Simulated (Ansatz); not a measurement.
A self-consistent single point of BaGaGeH (P3m1, 4 atoms in the cell) with Ansatz (an electronic-structure program).

Method: PBEsol, default PAW files made with PBE (plane waves; Ansatz).

The change in words: lattice scaled by 0.98; basis.ecutwfc: 420 eV → 335 eV. Reference geometry:
```
BaGaGeH
1.0
    4.39993     0.00000     0.00000
   -2.19997     3.81045     0.00000
    0.00000     0.00000     5.29591
Ba Ga Ge H
1 1 1 1
Cartesian
  0.00000   2.54030   0.05010
  0.00000   0.00000   2.91556
  2.19997   1.27015   2.36388
  0.00000   0.00000   4.67618
```

Reference input (self-consistent single point, DFT, PBEsol, plane waves, default PAW files made with PBE): basis.ecutwfc = 420 eV; kpoints.mp_grid.grid = 7 7 5; hamiltonian.xc = pbesol; hamiltonian.pseudopotentials = {kind: paw} (the program's default PAW files); scf.occupations.method = gaussian; scf.occupations.width = 0.136 eV. This run's input differs from it in these lines:

Ansatz 0.2 input:
```diff
@@ -2,5 +2,5 @@
   lattice:
-    - [4.39993000, 0.00000000, 0.00000000]
-    - [-2.19996500, 3.81045100, 0.00000000]
-    - [0.00000000, 0.00000000, 5.29590800]
+    - [4.31193100, 0.00000000, 0.00000000]
+    - [-2.15596600, 3.73424200, 0.00000000]
+    - [0.00000000, 0.00000000, 5.18999000]
   atoms:
@@ -11,3 +11,3 @@
 basis:
-  ecutwfc: 420.0
+  ecutwfc: 335.0
 kpoints:
```

Output (repeated stretches shortened):

```
SCF iter   1: F=—  HF=-13877.120555 eV  |F-HF|=—  |Δ(HF+E_count)|=         —  Δρ=4.61e-3  dr2=1.58e-2  ethr=1.77e-3  ⟨swp⟩=6.7  Hψ=3477  notcnv=0
all-band conjugate gradients solve this SCF's bands
preconditioner: auto → Resta (q_TF=auto, 2.392 Å⁻¹)
SCF iter   2: F=—  HF=-13877.113668 eV  |F-HF|=—  |Δ(HF+E_count)|=   6.89e-3  Δρ=2.13e-3  dr2=3.88e-3  ethr=4.15e-5  ⟨swp⟩=3.0  Hψ=1598  notcnv=0
   [... lines left out ...]
SCF iter   4: F=—  HF=-13877.112795 eV  |F-HF|=—  |Δ(HF+E_count)|=   3.21e-5  Δρ=1.93e-4  dr2=3.10e-5  ethr=5.80e-7  ⟨swp⟩=2.0  Hψ=1149  notcnv=0
SCF iter   5: F=—  HF=-13877.112794 eV  |F-HF|=—  |Δ(HF+E_count)|=   1.26e-6  Δρ=7.33e-5  dr2=4.98e-6  ethr=8.17e-8  ⟨swp⟩=2.0  Hψ=1152  notcnv=0
SCF iter   6: F=—  HF=-13877.112792 eV  |F-HF|=—  |Δ(HF+E_count)|=   1.25e-6  Δρ=1.92e-5  dr2=3.60e-7  ethr=1.31e-8  ⟨swp⟩=2.0  Hψ=1309  notcnv=0
SCF iter   7: F=-13877.112792 eV  HF=-13877.112792 eV  |F-HF|=1.16e-8  |Δ(HF+E_count)|=   5.68e-8  Δρ=6.89e-6  dr2=3.50e-8  ethr=2.63e-10  ⟨swp⟩=5.8  Hψ=3486  notcnv=0
SCF 1 converged in 7 iterations: F = -13877.112792 eV  dr2 = 3.50e-8
Free energy (F): -13877.112792 eV
Internal energy: -13877.112766 eV  (E = F + TS)
E sigma→0 (E₀):  -13877.112779 eV
Entropy (-TS):   -0.000027 eV (-0.007 meV/atom)
Fermi energy:    8.869171 eV
--- Forces (eV/Å), atoms counted from 1 ---
  atom   1  Ba     0.00000000     0.00000000    -0.12502104
  atom   2  Ga    -0.00000000     0.00000000     0.00285140
  atom   3  Ge     0.00000000    -0.00000000     0.07469120
  atom   4  H      0.00000000     0.00000000     0.04747492
--- Stress (GPa, compression-positive) ---
       -0.515922      -0.000000      -0.000000
       -0.000000      -0.515922       0.000000
       -0.000000       0.000000      -1.212838
  P = ⅓ Tr σ = -0.7482 GPa (-7.482 kbar)
  The stress holds the Pulay correction. Without it, at fixed plane waves, as pw.x and ABINIT print it: P = -1.8072 GPa
```

The run converged in 7 iterations. Against the reference run the free energy drops by 5.8 meV/atom, the pressure goes from -3.36 to -0.75 GPa and the largest force goes from 0.116 to 0.125 eV/Å.

The starting cell comes from a database of computed structures (which also holds hypothetical and non-ambient phases and stackings), without a prior relaxation at this level. Its lattice was rescaled by up to half a per cent. One atom was moved a little off its site on purpose. For this run, on top of that: lattice scaled by 0.98. Ansatz's pressure includes its estimate of the finite-basis (Pulay) stress. Without the estimate this run gives -1.81 GPa. The cutoff lies below the one recommended for these files.
